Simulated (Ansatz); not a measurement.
The reference is Tl in the hcp (Mg type) structure (space group P6_3/mmc, No. 194; a = 3.5200 Å, c = 5.6016 Å).

Calculations: r2SCAN (Ansatz, a program for electronic structure, PAW, no SOC).

One change was made to it. Results:

```tsv
quantity	base	after
volume per atom	30.05 Å³	19.04 Å³
c/a ratio	1.591	1.641
```

**Question.** What was done to the base?
A. pressure 7 GPa
B. pressure 3 GPa
C. pressure −2 GPa
D. pressure −1 GPa
E. pressure 50 GPa

**Answer.** E, pressure 50 GPa. For comparison, the volume per atom in the other runs: pressure 7 GPa gives 25.92 Å³; pressure −1 GPa gives 31.11 Å³; pressure 3 GPa gives 27.83 Å³; pressure −2 GPa gives 32.52 Å³.

Load acts through the strain it causes; cell and atoms are relaxed under it. No phonon test of stability was made. Competing high-pressure phases were not computed.
